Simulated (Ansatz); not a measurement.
Base system: TiB$_{2}$ (space group P6/mmm, No. 191).

```
TiB2
1.0
    2.99392     0.00000     0.00000
   -1.49696     2.59281     0.00000
    0.00000     0.00000     3.15953
Ti B
1 2
Direct
  0.00000   0.00000   0.00000
  0.66667   0.33333   0.50000
  0.33333   0.66667   0.50000
```

Cartesian axes are those of the cell as printed.

All numbers come from LDA, PAW, 420 eV (Ansatz, a program for electronic structure; scalar-relativistic without spin-orbit coupling).

Strains are applied to the cell and any free atomic positions relax.

One change was made to it. Results:

```csv
quantity,base,after
energy relative to the base (free energy F),0 meV/atom,+2.2 meV/atom
band gap,zero,zero
```

Problem. What was done to the base?
A) tensor shear ε_xz = +0.29 %
B) tensor shear ε_xz = +0.57 %
C) tensor shear ε_xz = +0.86 %

Solution. C, tensor shear ε_xz = +0.86 %. For comparison, the energy relative to the base in the other runs: tensor shear ε_xz = +0.57 % gives +1.0 meV/atom; tensor shear ε_xz = +0.29 % gives +0.2 meV/atom.

The mesh was chosen for an insulator and is coarse for the gapless case. Without a gap, meshes like the base's 13×13×10 leave anisotropic stresses uncertain by several tenths of a GPa, and small strain energies with them. Stability against distortions was not tested. The final runs are not spin-polarised.
